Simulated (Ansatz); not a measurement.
A self-consistent single point of TiH₂ (I4_1/amd, 6 atoms in the cell) with Ansatz (an electronic-structure program).

Method: PBE (plane waves, PAW; Ansatz).

```
CELL_PARAMETERS angstrom
     -1.97039     1.97039     4.95279
      1.97039    -1.97039     4.95279
      1.97039     1.97039    -4.95279
ATOMIC_POSITIONS crystal
  Ti 0.50000 0.50000 0.00000
  Ti 0.25000 0.75000 0.50000
  H  0.29190 0.29190 0.00000
  H  0.04190 0.54190 0.50000
  H  0.45810 0.95810 0.50000
  H  0.70810 0.70810 0.00000
```

Reference input (self-consistent single point, DFT, PBE, plane waves, default PAW files): kpoints.mp_grid.grid = 10 10 10; hamiltonian.xc = pbe; hamiltonian.pseudopotentials = {kind: paw} (the program's default PAW files); scf.occupations.method = methfessel_paxton; scf.occupations.width = 0.1 eV. This run's input differs from it in these lines:

Ansatz 0.2 input:
```diff
@@ -14,3 +14,3 @@
   mp_grid:
-    grid: [10, 10, 10]
+    grid: [5, 5, 5]
 hamiltonian:
```

The program printed (abridged):

```
SCF iter   1: F=—  HF=-5062.630276 eV  |F-HF|=—  |Δ(HF+E_count)|=         —  Δρ=4.50e-3  dr2=5.57e-3  ethr=1.77e-3  ⟨swp⟩=4.1  Hψ=1490  notcnv=0
all-band conjugate gradients solve this SCF's bands
preconditioner: auto → Kerker (q_TF=auto, 2.305 Å⁻¹)
SCF iter   2: F=—  HF=-5062.631268 eV  |F-HF|=—  |Δ(HF+E_count)|=   9.92e-4  S|Δr|=    0.00e0  Δρ=2.30e-3  dr2=1.68e-3  ethr=1.99e-5  ⟨swp⟩=1.6  Hψ=540  notcnv=0
SCF iter   3: F=—  HF=-5062.632125 eV  |F-HF|=—  |Δ(HF+E_count)|=   8.56e-4  S|Δr|=    0.00e0  Δρ=4.09e-4  dr2=1.18e-4  ethr=5.99e-6  ⟨swp⟩=2.6  Hψ=446  notcnv=0
SCF iter   4: F=—  HF=-5062.632209 eV  |F-HF|=—  |Δ(HF+E_count)|=   8.43e-5  S|Δr|=    0.00e0  Δρ=1.33e-4  dr2=1.82e-5  ethr=4.20e-7  ⟨swp⟩=2.0  Hψ=446  notcnv=0
SCF iter   5: F=—  HF=-5062.632234 eV  |F-HF|=—  |Δ(HF+E_count)|=   2.53e-5  S|Δr|=    0.00e0  Δρ=5.28e-5  dr2=1.45e-6  ethr=6.49e-8  ⟨swp⟩=2.0  Hψ=450  notcnv=0
SCF iter   6: F=-5062.632235 eV  HF=-5062.632235 eV  |F-HF|=9.44e-8  |Δ(HF+E_count)|=   1.10e-6  S|Δr|=    0.00e0  Δρ=1.10e-5  dr2=8.96e-8  ethr=3.57e-10  ⟨swp⟩=5.0  Hψ=1453  notcnv=0
SCF 1 converged in 6 iterations: F = -5062.632235 eV  dr2 = 8.96e-8
Stability not checked (fill_not_monotonic)
Free energy (F): -5062.632235 eV
Internal energy: -5062.629325 eV  (E = F + TS)
E sigma→0 (E₀):  -5062.631508 eV
Entropy (-TS):   -0.002911 eV (-0.485 meV/atom)
Fermi energy:    5.128392 eV
--- Forces (eV/Å), atoms counted from 1 ---
  atom   1  Ti     0.00000000     0.00000000     0.00000000
  atom   2  Ti     0.00000000    -0.00000000     0.00000000
  atom   3  H      0.00000000     0.00000000     0.53765934
  atom   4  H     -0.00000000    -0.00000000     0.53765934
  atom   5  H     -0.00000000     0.00000000    -0.53765934
  atom   6  H      0.00000000     0.00000000    -0.53765934
--- Stress (GPa, compression-positive) ---
      -11.732327       0.000000       0.000000
        0.000000     -11.732327      -0.000000
       -0.000000       0.000000     -19.058824
  P = ⅓ Tr σ = -14.1745 GPa (-141.745 kbar)
  The stress holds the Pulay correction. Without it, at fixed plane waves, as pw.x and ABINIT print it: P = -14.2761 GPa
```

The run converged in 6 iterations. Against the reference run the free energy rises by 2.4 meV/atom, the pressure hardly changes (-14.24 to -14.17 GPa) and the largest force moves little (0.533 to 0.538 eV/Å).

The starting cell was generated: these elements placed on a structure prototype, without a prior relaxation; it need not be a known phase or ordering of this composition. Spin polarisation is off. With a pressure of about -14 GPa the cell is away from its equilibrium volume at this level. Ansatz's pressure includes its estimate of the finite-basis (Pulay) stress.
